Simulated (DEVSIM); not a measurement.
Structure: Au/Si3N4/p-GaSb capacitor, at 300 K.

| layer (left to right) | material | thickness (nm) | Na (cm⁻³) |
|---|---|---|---|
| 1 | Si3N4 | 5.60 | - |
| 2 | GaSb | 2200 | 7.5e16 |

Metal gate on the left, work function 5.1 eV. Fixed charge at the semiconductor interface 0 cm⁻² (in units of +e); no interface traps.

The device is made up for the run: typed textbook-type constants, with dimensions and the other settings drawn at random. Values at 300 K; Nc and Nv go as T^1.5, mobilities as T to minus their exponent, the gap by Varshni's rule with the affinity fixed.

| parameter | Si3N4 | GaSb |
|---|---|---|
| gap (eV) | 5.1 | 0.726 |
| affinity (eV) | 2.1 | 4.06 |
| permittivity | 7.5 | 15.7 |
| Nc (cm⁻³) | - | 2.1e17 |
| Nv (cm⁻³) | - | 1.8e19 |
| Varshni α (eV/K) | - | 0.00042 |
| Varshni β (K) | - | 140 |

DEVSIM, 1D Poisson equation in equilibrium, Boltzmann statistics, complete ionisation; no quantum confinement or tunnelling. Metal contacts follow the ideal Schottky-Mott rule: no Fermi-level pinning, no interface dipoles.

The temperature was swept, all else fixed.

| temperature (K) | threshold voltage (band bending 2φF) (V) | flat-band voltage (V) | minimum of the low-frequency capacitance (μF/cm²) |
|---|---|---|---|
| 250 | 1.14 | 0.41 | 0.118 |
| 300 | 1.13 | 0.46 | 0.128 |
| 350 | 1.11 | 0.51 | 0.138 |
| 400 | 1.09 | 0.56 | 0.154 |
| 450 | 1.07 | 0.61 | 0.174 |
| 500 | 1.05 | 0.66 | 0.203 |

From the first row to the last the threshold voltage (band bending 2φF) goes from 1.14 to 1.05. From the first row to the last the flat-band voltage goes from 0.41 to 0.66.
